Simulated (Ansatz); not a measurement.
Start from MoSi2 (space group I4/mmm, No. 139; a = 3.174 Å, c = 7.779 Å; relaxed with 0.1 eV smearing). Axes: x, y, z lie along a, b, c of the conventional cell.

All numbers come from DFT with LDA, PAW potentials and a 420 eV plane-wave cutoff in Ansatz (a first-principles code), no spin-orbit coupling.

Strains are applied to the cell and any free atomic positions relax.

One change was made to it. Results:

| quantity | base | after |
|---|---|---|
| shortest interatomic distance | 2.564 Å | 2.541 Å |
| energy relative to the base (free energy F) | 0 meV/atom | +2.2 meV/atom |

Name the change that was made.
A. uniaxial strain ε_zz = −1.50 %
B. uniaxial strain ε_zz = +2.00 %
C. uniaxial strain ε_zz = −1.00 %
D. uniaxial strain ε_zz = +3.00 %

C, uniaxial strain ε_zz = −1.00 %. For comparison, the energy relative to the base in the other runs: uniaxial strain ε_zz = +3.00 % gives +18 meV/atom; uniaxial strain ε_zz = +2.00 % gives +8.2 meV/atom; uniaxial strain ε_zz = −1.50 % gives +5.1 meV/atom.

Stability against distortions was not tested. All final runs are without spin polarisation.
